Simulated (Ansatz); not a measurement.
Input:

End structure of a constructed model of the (111) surface of fcc Rh, a pseudomorphic layer of Mo in the other hollow (bottom of the slab: a bare face, its two planes held):

```
CELL_PARAMETERS angstrom
      2.70822     0.00000     0.00000
     -1.35411     2.34539     0.00000
      0.00000     0.00000    30.00000
ATOMIC_POSITIONS crystal
  Rh 0.33333 0.66667 0.27150
  Rh 0.66667 0.33333 0.34521
  Rh 0.00000 0.00000 0.41834
  Rh 0.33333 0.66667 0.49223
  Rh 0.66667 0.33333 0.56578
  Rh 0.00000 0.00000 0.64190
  Mo 0.66667 0.33333 0.71327
```

Set-up: 7 atoms, 13.7 Å thick at the start with caps and adatoms (thin: gaps and levels are the slab's own); mesh 16x16x1; 0.1 eV smearing; dipole correction on; 2 atoms held, the rest relaxed; symmetry of the start imposed; no spin, no spin-orbit, no U. In PBE it is, or lies within 0.01 eV a 1x1 cell of, the lowest of the 2 structures of its composition computed so far; subsurface sites and larger cells were not tried.

Question: Estimate the work function of the top face that PBE in Ansatz (an electronic-structure program) returns for this input.

Answer: 5.17 eV
